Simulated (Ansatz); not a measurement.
The parent structure is Rh in the fcc (Cu type) structure (space group Fm-3m, No. 225; a = 3.832 Å; relaxed with 0.1 eV smearing).

Computed with PBE (Ansatz, a program for electronic structure; PAW; 420 eV plane waves; without spin-orbit coupling).

Strains are applied to the cell and any free atomic positions relax.

One change was made to it. Results:

```json
[
 {"quantity": "energy relative to the base (free energy F)", "base": "0 meV/atom", "after": "+10 meV/atom"},
 {"quantity": "pressure", "base": "0.0 GPa", "after": "8.3 GPa"}
]
```

### Question
Which of these changes matches the shifts?
A) isotropic strain −0.50 %
B) isotropic strain +1.50 %
C) isotropic strain −1.00 %
D) isotropic strain +1.00 %
E) isotropic strain −2.50 %

### Answer
C, isotropic strain −1.00 %. For comparison, the pressure in the other runs: isotropic strain −0.50 % gives 4.0 GPa; isotropic strain +1.00 % gives -7.0 GPa; isotropic strain −2.50 % gives 23.5 GPa; isotropic strain +1.50 % gives -10.1 GPa.

Stability against distortions was not tested. All final runs are without spin polarisation. Rh lies near a magnetic instability that expansion can trigger; it was not tested.
